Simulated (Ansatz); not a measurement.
**A computed series for MgH2: pressure series**

Base system: MgH$_{2}$ in the rutile structure (space group P4_2/mnm, No. 136; a = 4.476 Å, c = 3.008 Å).

Cell and atoms are relaxed at each pressure.

Method: PBEsol (Ansatz, a first-principles code, PAW, spin-orbit coupling left out).

Candidates:
(a) pressure 9 GPa
(b) pressure 30 GPa
(c) pressure 15 GPa

Base values:

The c/a ratio comes out as 0.672.

Problem. Order them by c/a ratio, lowest first.

Solution. (a) pressure 9 GPa (0.693), (c) pressure 15 GPa (0.705), (b) pressure 30 GPa (0.732)

Load acts through the strain it causes; cell and atoms are relaxed under it. Whether these cells are dynamically stable was not tested. Competing high-pressure phases were not computed.
